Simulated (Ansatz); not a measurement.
For TiZnO3 (R3c, No. 161, 10 atoms in the cell; start mp-1078470), LDA in Ansatz (PAW) gives:

```
Item                       Value
------------------  ------------
lattice constant a       5.017 Å
c axis length           13.569 Å
cohesive energy     6.65 eV/atom
band gap                 2.87 eV
```

Task: What does PBEsol (plane waves, PAW; Ansatz, an electronic-structure program) give for the same quantities?

Result: 
- lattice constant a: 5.071 Å (increases by 1.1 %)
- lattice parameter c: 13.717 Å (goes up by 1.1 %)
- cohesive energy: 5.95 eV/atom (drops by 0.70 eV/atom)
- band gap: 2.89 eV (hardly moves)

Changes are worked out from the printed values.

Unless a cell is named, each level is at its own relaxed cell (LDA 9.86, PBEsol 10.18 Å³/atom).

Density-functional gaps are differences of (generalised) Kohn–Sham levels.

Caveats: the relaxation could not lower the start's symmetry, so the cell can be a saddle point above a distorted one (LDA, PBEsol). Ansatz's density-functional and Hartree–Fock values are scalar-relativistic unless marked +SOC, with PAW data made under PBE.

A start named mp-… is a Materials Project structure, which need not be a measured phase.
